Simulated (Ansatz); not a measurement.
HfO2: uniaxial strain ε_yy = −2.71 %

Take HfO2 (space group P2_1/c, No. 14) as the base.

```
CELL_PARAMETERS angstrom
      5.11406     0.00000     0.00000
      0.00000     5.18158     0.00000
     -0.87114     0.00000     5.22313
ATOMIC_POSITIONS crystal
  Hf 0.27621 0.04185 0.20822
  Hf 0.72379 0.54185 0.29178
  Hf 0.72379 0.95815 0.79178
  Hf 0.27621 0.45815 0.70822
  O  0.07006 0.33377 0.34402
  O  0.92994 0.83377 0.15598
  O  0.92994 0.66623 0.65598
  O  0.07006 0.16623 0.84402
  O  0.44796 0.75767 0.47851
  O  0.55204 0.25767 0.02149
  O  0.55204 0.24233 0.52149
  O  0.44796 0.74233 0.97851
```

Cartesian axes are those of the cell as printed.

It is then changed as follows: uniaxial strain ε_yy = −2.71 %, all other strain components held at zero; the atoms relax in the strained cell.

Method: r2SCAN (Ansatz, a quantum-chemistry and plane-wave program, PAW, without spin-orbit coupling). Settings: 5×5×5 k-points, 0.05 eV Fermi–Dirac smearing.

| quantity | base | changed | shift |
|---|---|---|---|
| space group | P2_1/c (No. 14) | P2_1/c (No. 14) | – |
| energy relative to the base (free energy F) | 0 meV/atom | +12 meV/atom | +12 meV/atom |
| band gap | 4.59 eV | 4.67 eV | +0.074 eV |
| gap character | indirect, Γ → Y₂ | indirect, Γ → Y₂ | – |
| smallest direct gap | 4.68 eV | 4.73 eV | +0.044 eV |
| width of the top valence band | 0.74 eV | 0.76 eV | +0.011 eV |
| valence-band top at Γ (three highest levels, from the VBM) | 0.00, -0.21, -0.52 eV | 0.00, -0.29, -0.48 eV | – |
| valley order (the lowest conduction-band minima on the path, energy above the VBM, named in the base's zone) | – | Y₂ (1/2, 0, 0) 4.67 eV; A (1/2, 0, 1/2) 4.91 eV; Γ 5.23 eV | – |
| largest internal atomic displacement | – | 0.077 Å | – |
| stress (xx, yy, zz, yz, xz, xy; compression positive) | – | (5.69, 12.03, 5.96, 0.00, -0.53, 0.00) GPa | – |

Cost of the whole job for the changed cell (relaxation, final SCF and bands): roughly 4 core-minutes.

With Hf present, leaving out spin-orbit coupling can change the band edges. Stability against distortions was not tested.
